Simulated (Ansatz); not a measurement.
System: C (model structure, P-3m1, No. 164, 18 atoms in the cell). Method: r²SCAN in Ansatz (PAW).

Settings: plane-wave cutoff 560 eV, 18×18×2 k mesh (along the axes of the cell as run), Fermi–Dirac smearing 0.01 eV, scalar-relativistic PAW data made under PBE.

Cell (relaxed at this level):

```yaml
crystal:
  lattice:
    - [2.51064, 0.00000, 0.00000]
    - [-1.25532, 2.17428, 0.00000]
    - [0.00000, 0.00000, 18.61577]
  atoms:
    - { symbol: C, position: [0.00000, 0.00000, 0.68105] }
    - { symbol: C, position: [0.00000, 0.00000, 0.76378] }
    - { symbol: C, position: [0.33333, 0.66667, 0.79143] }
    - { symbol: C, position: [0.33333, 0.66667, 0.87416] }
    - { symbol: C, position: [0.66667, 0.33333, 0.90200] }
    - { symbol: C, position: [0.66667, 0.33333, 0.98598] }
    - { symbol: C, position: [0.33333, 0.66667, 0.01402] }
    - { symbol: C, position: [0.33333, 0.66667, 0.09800] }
    - { symbol: C, position: [0.66667, 0.33333, 0.12584] }
    - { symbol: C, position: [0.66667, 0.33333, 0.20857] }
    - { symbol: C, position: [0.00000, 0.00000, 0.23622] }
    - { symbol: C, position: [0.00000, 0.00000, 0.31895] }
    - { symbol: C, position: [0.33333, 0.66667, 0.34677] }
    - { symbol: C, position: [0.33333, 0.66667, 0.43084] }
    - { symbol: C, position: [0.00000, 0.00000, 0.45866] }
    - { symbol: C, position: [0.00000, 0.00000, 0.54134] }
    - { symbol: C, position: [0.66667, 0.33333, 0.56916] }
    - { symbol: C, position: [0.66667, 0.33333, 0.65323] }
```

What does this level give for the band gap and smallest direct gap on the k points sampled?


* **band gap**: 4.70 eV (indirect)
* **smallest direct gap on the k points sampled**: 5.60 eV

Note: the relaxation could raise the start's symmetry but not lower it, so the cell can be a saddle point.

The result took about 60 core-seconds (a rough figure).

A model structure was made by putting elements into a prototype or built by hand; it is no filed structure, need not be a known phase, and can be a saddle point held by its symmetry.

Ansatz is a quantum-chemistry and plane-wave program.
